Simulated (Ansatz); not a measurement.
Take CdTe in the zinc blende structure (space group F-43m, No. 216; a = 6.5578 Å) as the base. Axes: x, y, z lie along the cube axes.

Level of theory: r2SCAN (Ansatz, a first-principles code; PAW; 500 eV plane waves; no spin-orbit coupling).

Perturbation: the cell is stretched by 2.50 % along z with no lateral relaxation; the atoms relax in the strained cell.

**Question.** Predict the stress tensor and what it implies for the stiffness.

**Answer.** Stress of the strained cell less that of the base (GPa, compression positive):
```
  -0.80    0.00    0.00
   0.00   -0.80    0.00
   0.00    0.00   -1.25
```

Then −Δσ_ii/ε with ε = 0.0250 gives secant stiffness values (nonlinear terms included at this strain): C33 ≈ 50 GPa, C13 ≈ 32 GPa and C23 ≈ 32 GPa.

Stability against distortions was not tested.
